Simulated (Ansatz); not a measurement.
## Worked example: self-consistent single point of PdSO₄ (C2/c, 12 atoms in the cell) in Ansatz

Level of theory: LDA (PW92), default PAW files made with PBE (plane waves; Ansatz, an electronic-structure program).

The input file:

Ansatz 0.2 input:
```yaml
crystal:
  lattice:
    - [3.80844800, -3.23387900, 0.00000000]
    - [3.80844800, 3.23387900, 0.00000000]
    - [-1.46824900, 0.00000000, 7.77160300]
  atoms:
    - { symbol: Pd, position_ang: [1.17009950, -1.61693950, 3.88580150] }
    - { symbol: Pd, position_ang: [1.90422400, 1.61693950, 0.00000000] }
    - { symbol: S, position_ang: [3.44138575, -2.75371265, 1.94290075] }
    - { symbol: S, position_ang: [2.70726125, 2.75371265, 5.82870225] }
    - { symbol: O, position_ang: [6.01368126, -0.34997039, 1.62846169] }
    - { symbol: O, position_ang: [0.13496574, 0.34997039, 6.14314131] }
    - { symbol: O, position_ang: [0.86909024, -0.34997039, 2.25733981] }
    - { symbol: O, position_ang: [5.27955676, 0.34997039, 5.51426319] }
    - { symbol: O, position_ang: [3.05214921, 1.89000824, 4.62324891] }
    - { symbol: O, position_ang: [3.09649779, -1.89000824, 3.14835409] }
    - { symbol: O, position_ang: [2.36237329, 1.89000824, 7.03415559] }
    - { symbol: O, position_ang: [3.78627371, -1.89000824, 0.73744741] }
basis:
  ecutwfc: 420.0
kpoints:
  mp_grid: { grid: [3, 3, 2] }
hamiltonian:
  xc: lda
  pseudopotentials: { kind: paw }
scf:
  occupations: { method: fixed }
output:
  forces: true
  eigenvalues: true
  stress: true
```

Output (repeated stretches shortened):

```
WARN ansatz: RAYON_NUM_THREADS=1 ignored (pool sized by the plan → 1); use --threads N
Pseudopotentials: kind: paw
Pseudopotential: Pd, paw, valence charge 18
Pseudopotential: S, paw, valence charge 6
Pseudopotential: O, paw, valence charge 6
Crystal: 12 atoms, lattice volume = 191.431 Å³
Basis set: ecut = 420 eV, 3753 PW (Γ)
Bands: 60, of which v1, the nominal top of the filled ones, is band 48 counted from 1 (47 counted from 0)
Symmetry: 4 space group operations
Space group: C2/c (ITA 15), of the structure as read, at distance tolerance 5.8e-5 Å
k-points: 8 of 18
PAW frozen core: Pd, regenerated for the run's functional, and the local potential with it
PAW frozen core: S, regenerated for the run's functional, and the local potential with it
PAW frozen core: O, regenerated for the run's functional, and the local potential with it
Initial density: superposition of atomic densities (neutral atoms: chi_scale 0, normalization atom), corrected by the library's trained network
Initial wavefunctions: pseudopotential atomic-orbital guess
Eigensolver: davidson
Functional: x = slater, c = lda
SCF iter   1: F=—  HF=-19860.920717 eV  |F-HF|=—  |Δ(HF+E_count)|=         —  Δρ=1.41e-2  dr2=2.81e-1  ethr=1.77e-3  ⟨swp⟩=4.0  Hψ=1886  notcnv=0  defer=80
all-band conjugate gradients solve this SCF's bands
preconditioner: auto → Resta (q_TF=auto, 2.432 Å⁻¹)
SCF iter   2: F=—  HF=-19860.847183 eV  |F-HF|=—  |Δ(HF+E_count)|=   7.35e-2  Δρ=4.53e-3  dr2=2.73e-2  ethr=2.93e-4  ⟨swp⟩=2.0  Hψ=796  notcnv=0  defer=80
SCF iter   3: F=—  HF=-19860.842020 eV  |F-HF|=—  |Δ(HF+E_count)|=   5.16e-3  Δρ=2.11e-3  dr2=7.45e-3  ethr=2.85e-5  ⟨swp⟩=2.0  Hψ=698  notcnv=0  defer=80
SCF iter   4: F=—  HF=-19860.840552 eV  |F-HF|=—  |Δ(HF+E_count)|=   1.47e-3  Δρ=7.90e-4  dr2=1.16e-3  ethr=7.76e-6  ⟨swp⟩=2.4  Hψ=654  notcnv=0  defer=80
SCF iter   5: F=—  HF=-19860.840429 eV  |F-HF|=—  |Δ(HF+E_count)|=   1.23e-4  Δρ=2.34e-4  dr2=1.12e-4  ethr=1.21e-6  ⟨swp⟩=2.0  Hψ=506  notcnv=0  defer=74
SCF iter   6: F=—  HF=-19860.840499 eV  |F-HF|=—  |Δ(HF+E_count)|=   7.00e-5  Δρ=7.36e-5  dr2=1.31e-5  ethr=1.17e-7  ⟨swp⟩=2.8  Hψ=673  notcnv=0  defer=56
SCF iter   7: F=—  HF=-19860.840714 eV  |F-HF|=—  |Δ(HF+E_count)|=   2.15e-4  Δρ=7.03e-5  dr2=7.15e-6  ethr=1.36e-8  ⟨swp⟩=2.0  Hψ=690  notcnv=0  defer=54
SCF iter   8: F=—  HF=-19860.840713 eV  |F-HF|=—  |Δ(HF+E_count)|=   7.17e-7  Δρ=1.84e-5  dr2=6.43e-7  ethr=7.44e-9  ⟨swp⟩=2.0  Hψ=682  notcnv=0  defer=54
SCF iter   9: F=-19860.840714 eV  HF=-19860.840713 eV  |F-HF|=3.58e-8  |Δ(HF+E_count)|=   2.97e-7  Δρ=5.21e-6  dr2=4.57e-8  ethr=1.04e-10  ⟨swp⟩=10.9  Hψ=2487  notcnv=0
SCF 1 converged in 9 iterations: F = -19860.840714 eV  dr2 = 4.57e-8
SCF converged after 9 iterations
Free energy (F): -19860.840714 eV
Harris-Foulkes:  -19860.840713 eV  (|F-HF|=3.58e-8)
Internal energy: -19860.840714 eV  (E = F + TS)
E sigma→0 (E₀):  -19860.840714 eV
Fermi energy:    3.312382 eV
--- Per-component energies (eV) ---
  E_band       = -1181.472768
  E_kinetic    = 2634.948025
  E_local      = -11311.803596  (includes V_loc(G=0)·N_el)
  E_nonlocal   = 903.014021
  E_hartree    = 4445.145069
  E_xc         = -1095.464480
  E_vxc        = -1328.494205  (∫ρ·V_xc dr)
  E_paw        = -9560.719316  (= ΣΔE_a)
  E_vpaw       = -969.451009  (= ΣTr[D̂ρ^β])
  E_aug_tail   = 0.019867  (compensation charges beyond the density's cutoff)
  E_ewald      = -5878.423537
  E_core_change = 2.443234  (= ΣΔE_core)
  E_smearing   = -0.000000  (= −TS)
  E_closure    = 0.000000  (closes the sum)
  Σ components = -19860.840714   (vs F -19860.840714, Δ=0.00e0)
--- Forces (eV/Å), atoms counted from 1 ---
  atom   1  Pd    -0.00000000     0.00000000     0.00000000
  atom   2  Pd    -0.00000000     0.00000000     0.00000000
  atom   3  S      0.00000000    -0.08152070     0.00000000
  atom   4  S      0.00000000     0.08152070     0.00000000
  atom   5  O      1.05862614     0.31398747    -0.35527719
  atom   6  O     -1.05862614    -0.31398747     0.35527719
  atom   7  O     -1.05862614     0.31398747     0.35527719
  atom   8  O      1.05862614    -0.31398747    -0.35527719
  atom   9  O      0.56495145     0.82503209     0.86411711
  atom  10  O     -0.56495145    -0.82503209    -0.86411711
  atom  11  O     -0.56495145     0.82503209    -0.86411711
  atom  12  O      0.56495145    -0.82503209     0.86411711
  max |Σ_I F_I| component: 1.11e-16 eV/Å
--- Stress (GPa, compression-positive) ---
      -13.961154       0.000000       1.844383
        0.000000     -10.147653      -0.000000
        1.844382      -0.000000     -13.276577
  P = ⅓ Tr σ = -12.4618 GPa (-124.618 kbar)
  The stress holds the Pulay correction. Without it, at fixed plane waves, as pw.x and ABINIT print it: P = -13.1980 GPa
--- Band table (eV; the first three rows and the last of 8) ---
  k-point 0: bands = ["-80.0881", "-80.0881", "-46.2699", "-46.2699", "-46.2348", "-46.2348", "-45.0871", "-45.0871", "-20.2321", "-20.0940", "-16.3115", "-16.2326", "-16.1905", "-16.0441", "-15.9617", "-15.9536", "-7.2393", "-6.6738", "-4.8596", [...]
  k-point 1: bands = ["-80.0881", "-80.0881", "-46.2699", "-46.2699", "-46.2348", "-46.2348", "-45.0871", "-45.0871", "-20.1649", "-20.1649", "-16.2299", "-16.2299", "-16.1608", "-16.1608", "-15.9550", "-15.9550", "-6.9863", "-6.9863", "-4.5577", [...]
  k-point 2: bands = ["-80.0881", "-80.0881", "-46.2700", "-46.2699", "-46.2348", "-46.2348", "-45.0871", "-45.0871", "-20.2005", "-20.0893", "-16.3088", "-16.2805", "-16.1858", "-16.0631", "-15.9996", "-15.9634", "-6.9892", "-6.7988", "-4.6721", [...]
  k-point 7: bands = ["-80.0881", "-80.0881", "-46.2700", "-46.2700", "-46.2348", "-46.2348", "-45.0871", "-45.0871", "-20.1273", "-20.1273", "-16.3160", "-16.3160", "-16.1235", "-16.1235", "-16.0133", "-16.0133", "-6.8083", "-6.8083", "-4.5261", [...]
```

The run converged in 9 iterations.

The starting cell comes from a database of computed structures (which also holds hypothetical and non-ambient phases and stackings), without a prior relaxation at this level. Its lattice was rescaled by a random factor within 2.5 % of one. With a pressure of about -12 GPa the cell is away from its equilibrium volume at this level. Forces in this geometry exceed 1 eV/Å. Ansatz's pressure includes its estimate of the finite-basis (Pulay) stress. Without the estimate this run gives -13.20 GPa. Another mesh or the band path of this cell gives a smaller gap, so this value is not converged in the mesh.
